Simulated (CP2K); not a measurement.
CP2K run on CuCl (F-43m, 2 atoms in the cell): self-consistent single point.

Method: PBE, GPW, DZVP-MOLOPT-SR-GTH basis, GTH-PBE potentials (GTH_POTENTIALS) run with CP2K.

The change in words: lattice scaled by 0.98. Reference geometry:
```xyz
2
Lattice="3.8254 0.0000 0.0000 1.9127 3.3129 0.0000 1.9127 1.1043 3.1235" Properties=species:S:1:pos:R:3 pbc="T T T"
Cu     0.0000     0.0000     0.0000
Cl     1.9127     1.1043     0.7809
```

Reference input (self-consistent single point, DFT PBE, GPW, DZVP-MOLOPT-SR-GTH basis, GTH-PBE potentials (GTH_POTENTIALS)): CUTOFF = 600 Ry; REL_CUTOFF = 60 Ry; SMEAR/METHOD = FERMI_DIRAC; ELECTRONIC_TEMPERATURE = 580.23 K; KPOINTS/SCHEME = MONKHORST-PACK 9 9 9; XC_FUNCTIONAL = PBE; Cu/BASIS_SET = DZVP-MOLOPT-SR-GTH; Cu/POTENTIAL = GTH-PBE-q11; Cl/BASIS_SET = DZVP-MOLOPT-SR-GTH; Cl/POTENTIAL = GTH-PBE-q7; METHOD = GPW; EPS_DEFAULT = 1e-10. This run's input differs from it in these lines:

```diff
@@ -62,5 +62,5 @@
     &CELL
-      A 3.82544800 0.00000000 0.00000000
-      B 1.91272400 3.31293500 0.00000000
-      C 1.91272400 1.10431200 3.12346500
+      A 3.74893900 0.00000000 0.00000000
+      B 1.87446900 3.24667600 0.00000000
+      C 1.87446900 1.08222500 3.06099600
       PERIODIC XYZ
@@ -69,3 +69,3 @@
       Cu       0.00000000     0.00000000     0.00000000
-      Cl       1.91272400     1.10431175     0.78086625
+      Cl       1.87446925     1.08222525     0.76524900
     &END COORD
```

Output, abridged:

```
 SCF WAVEFUNCTION OPTIMIZATION

  Step     Update method      Time    Convergence         Total energy    Change
     1 NoMix/Diag. 0.40E+00      -     0.72851532       -63.1940344802 -6.32E+01
     2 Broy./Diag. 0.40E+00      -     0.09824366       -63.2886068577 -9.46E-02
     3 Broy./Diag. 0.40E+00      -     0.03023142       -62.9183614822  3.70E-01
     4 Broy./Diag. 0.40E+00      -     0.00569816       -63.1060453317 -1.88E-01
     5 Broy./Diag. 0.40E+00      -     0.00289556       -63.1309729499 -2.49E-02
     6 Broy./Diag. 0.40E+00      -     0.00128819       -63.1147111987  1.63E-02
     7 Broy./Diag. 0.40E+00      -     0.00008524       -63.1214311558 -6.72E-03
     8 Broy./Diag. 0.40E+00      -     0.00002805       -63.1218939307 -4.63E-04
     9 Broy./Diag. 0.40E+00      -     0.00000082       -63.1218120048  8.19E-05
    10 Broy./Diag. 0.40E+00      -     0.00000088       -63.1218203806 -8.38E-06
    11 Broy./Diag. 0.40E+00      -     0.00000002       -63.1218249715 -4.59E-06
  *** SCF run converged in    11 steps ***

  Overlap energy of the core charge distribution:               0.00000000675786
  Self energy of the core charge distribution:                -98.11654101366642
  Core Hamiltonian energy:                                     29.82783538833764
  Hartree energy:                                              15.93306384676341
  Exchange-correlation energy:                                -10.76618267356741
  Electronic entropic energy:                                  -0.00000052613363
  Fermi energy:                                                 0.16669233347859

  Total energy:                                               -63.12182497150866
  Total energy (extrapolated to T->0):                        -63.12182470844184

                     Mulliken Population Analysis

   [... lines left out ...]

 STRESS| Analytical stress tensor [bar]
 STRESS|                        x                   y                   z
 STRESS|      x        5.02505074429E+04   1.14490248468E+00   8.09569504385E-01
 STRESS|      y        1.14490248468E+00   5.02492846640E+04   4.40052122881E-01
 STRESS|      z        8.09569504385E-01   4.40052122881E-01   5.02487626904E+04
 STRESS| 1/3 Trace                                             5.02495182658E+04
```

The run converged in 11 iterations. Against the reference run the free energy rises by 22.5 meV/atom, the pressure goes from 1.38 to 5.02 GPa and the gap on the mesh goes from 0.493 to 0.614 eV.

The starting cell has typed, rounded lattice constants, without a prior relaxation at this level. For this run, on top of that: lattice scaled by 0.98. Values carry the incompleteness of an atom-centred basis. With a pressure of about 5 GPa the cell is away from its equilibrium volume at this level.

Cost on one core of a shared machine: roughly 80 s.
